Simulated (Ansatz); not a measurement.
# Response to strain in Y

Consider Y in the hcp (Mg type) structure (space group P6_3/mmc, No. 194; relaxed with 0.1 eV smearing).

```yaml
crystal:
  lattice:
    - [3.65235, 0.00000, 0.00000]
    - [-1.82617, 3.16303, 0.00000]
    - [0.00000, 0.00000, 5.70294]
  atoms:
    - { symbol: Y, position: [0.66667, 0.33333, 0.75000] }
    - { symbol: Y, position: [0.33333, 0.66667, 0.25000] }
```

Cartesian axes are those of the cell as printed.

Strains are applied to the cell and any free atomic positions relax; under biaxial strain the out-of-plane vector relaxes too.

Computed with Ansatz (an electronic-structure program), PBE, PAW, cutoff 420 eV, no spin-orbit coupling.

Notes on the quantities. pressure: mean of the normal stresses, compression positive.

| variant | pressure | shortest interatomic distance | out-of-plane strain |
|---|---|---|---|
| base | 0.0 GPa | 3.546 Å | – |
| biaxial strain −3.00 %, plane normal [001], relaxed out of plane | [?] | [?] | [?] |
| biaxial strain −2.50 %, plane normal [001], relaxed out of plane | 1.5 GPa | 3.549 Å | +1.46 % |
| biaxial strain −2.00 %, plane normal [001], relaxed out of plane | 1.2 GPa | 3.548 Å | +1.15 % |
| biaxial strain −1.50 %, plane normal [001], relaxed out of plane | 0.9 GPa | 3.547 Å | +0.85 % |
| biaxial strain −1.00 %, plane normal [001], relaxed out of plane | 0.6 GPa | 3.547 Å | +0.55 % |
| biaxial strain −0.50 %, plane normal [001], relaxed out of plane | 0.3 GPa | 3.546 Å | +0.27 % |
| biaxial strain +0.50 %, plane normal [001], relaxed out of plane | -0.3 GPa | 3.547 Å | -0.26 % |
| biaxial strain +1.50 %, plane normal [001], relaxed out of plane | -0.8 GPa | 3.548 Å | -0.78 % |
| biaxial strain +3.00 %, plane normal [001], relaxed out of plane | -1.6 GPa | 3.550 Å | -1.53 % |

Q: Some entries are withheld; estimate them.

A: 
- biaxial strain −3.00 %, plane normal [001], relaxed out of plane, pressure: 1.8 GPa
- biaxial strain −3.00 %, plane normal [001], relaxed out of plane, shortest interatomic distance: 3.543 Å
- biaxial strain −3.00 %, plane normal [001], relaxed out of plane, out-of-plane strain: +1.78 %

Whether these cells are dynamically stable was not tested. All final runs are without spin polarisation.
